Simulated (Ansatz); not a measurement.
## What biaxial strain +1.15 %, plane normal [001], relaxed out of plane does to NbAs

Start from NbAs (space group I4_1md, No. 109; a = 3.439 Å, c = 11.593 Å; relaxed with 0.1 eV smearing). Axes: x, y, z lie along a, b, c of the conventional cell.

The change: tensile biaxial strain of 1.15 % in the plane normal to [001], as in epitaxy on a mismatched substrate; the out-of-plane cell vector and the atoms relax.

The values are results of PBEsol/PAW in Ansatz (a first-principles code), spin-orbit coupling left out, earlier PAW set, not measurements. Γ-centred 24×24×24 mesh, Fermi–Dirac width 0.1 eV.

Volume per atom: 17.34 Å³ (base 17.14 Å³)
Space group: I4_1md (No. 109) (base I4_1md (No. 109))
Shortest interatomic distance: 2.609 Å (base 2.603 Å)
Energy relative to the base (free energy F): +4.5 meV/atom
Band gap: zero (base zero)
Out-of-plane strain: -1.10 %
Ratio −ε⊥/ε∥: 0.96
Mean in-plane stress (compression positive): -3.7 GPa

Final structure (turned so that z lies along the plane normal):

```yaml
crystal:
  lattice:
    - [3.47886, 0.00000, 0.00000]
    - [0.00000, 3.47886, 0.00000]
    - [1.73943, -1.73943, 5.73239]
  atoms:
    - { symbol: Nb, position: [0.00183, 0.99817, 0.99633] }
    - { symbol: Nb, position: [0.25183, 0.24817, 0.49633] }
    - { symbol: As, position: [0.58217, 0.41783, 0.83567] }
    - { symbol: As, position: [0.83217, 0.66783, 0.33567] }
```

No phonon test of stability was made. All final runs are without spin polarisation. The zero or small gap of NbAs can change with the level of theory.
